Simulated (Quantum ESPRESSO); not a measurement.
Quantum ESPRESSO run on GaAs (F-43m, 2 atoms in the cell): self-consistent single point.

Method: PBE, spin-orbit coupling, PseudoDojo fully relativistic norm-conserving (PBE) pseudopotentials (plane waves; Quantum ESPRESSO 7.5).

```yaml
crystal:
  lattice:
    - [0.00000, 2.82500, 2.82500]
    - [2.82500, 0.00000, 2.82500]
    - [2.82500, 2.82500, 0.00000]
  atoms:
    - { symbol: Ga, position: [0.00000, 0.00000, 0.00000] }
    - { symbol: As, position: [0.25000, 0.25000, 0.25000] }
```

Reference input (self-consistent single point, DFT, PBE, plane waves, GBRV 1.5 ultrasoft (PBE) pseudopotentials): ecutwfc = 50 Ry; ecutrho = 250 Ry; occupations = smearing; smearing = fermi-dirac; degauss = 0.000734986 Ry; potentials = {Ga: ga_pbe_v1.4.uspp.F.UPF, As: as_pbe_v1.uspp.F.UPF}; K_POINTS = automatic 8 8 8 0 0 0; conv_thr = 1e-10 Ry. This run's input differs from it in these lines:

```diff
@@ -12,4 +12,3 @@
    ntyp = 2,
-   ecutwfc = 50,
-   ecutrho = 250,
+   ecutwfc = 85,
    occupations = 'smearing',
@@ -17,2 +16,4 @@
    degauss = 0.000734986,
+   noncolin = .true.,
+   lspinorb = .true.,
 /
@@ -22,4 +23,4 @@
 ATOMIC_SPECIES
-Ga    69.7230  ga_pbe_v1.4.uspp.F.UPF
-As    74.9216  as_pbe_v1.uspp.F.UPF
+Ga    69.7230  Ga.upf
+As    74.9216  As.upf
 ATOMIC_POSITIONS crystal
```

Output, abridged:

```
     Self-consistent Calculation

     iteration #  1     ecut=    85.00 Ry     beta= 0.70

     Threshold (ethr) on eigenvalues was too large:
     Diagonalizing with lowered threshold

     total energy              =    -365.04505906 Ry
     estimated scf accuracy    <       0.04824725 Ry

     iteration #  2     ecut=    85.00 Ry     beta= 0.70

     total energy              =    -365.05301613 Ry
     estimated scf accuracy    <       0.00837932 Ry

     iteration #  3     ecut=    85.00 Ry     beta= 0.70

     total energy              =    -365.05497341 Ry
     estimated scf accuracy    <       0.00050543 Ry

   [... 4 blocks of this kind left out ...]

     iteration #  8     ecut=    85.00 Ry     beta= 0.70

     total energy              =    -365.05504299 Ry
     estimated scf accuracy    <          1.0E-10 Ry

     iteration #  9     ecut=    85.00 Ry     beta= 0.70
     End of self-consistent calculation

     the Fermi energy is     9.1575 ev

!    total energy              =    -365.05504299 Ry
     estimated scf accuracy    <          5.7E-12 Ry
     smearing contrib. (-TS)   =      -0.00000000 Ry
     internal energy E=F+TS    =    -365.05504299 Ry

     convergence has been achieved in   9 iterations

     Forces acting on atoms (cartesian axes, Ry/au):

     atom    1 type  1   force =    -0.00000000   -0.00000000   -0.00000000
     atom    2 type  2   force =     0.00000000   -0.00000000   -0.00000000

     Total force =     0.000000     Total SCF correction =     0.000000

          total   stress  (Ry/bohr**3)                   (kbar)     P=       35.72
   0.00024279   0.00000000   0.00000000           35.72        0.00        0.00
   0.00000000   0.00024279  -0.00000000            0.00       35.72       -0.00
   0.00000000  -0.00000000   0.00024279            0.00       -0.00       35.72

   JOB DONE.
```

The run converged in 9 iterations. Against the reference run the pressure hardly changes (3.58 to 3.57 GPa) and the gap on the mesh goes from 0.539 to 0.423 eV.

The starting cell has typed, rounded lattice constants, without a prior relaxation at this level. With a pressure of about 4 GPa the cell is away from its equilibrium volume at this level.

Cost on one core of a shared machine: roughly 2 min.
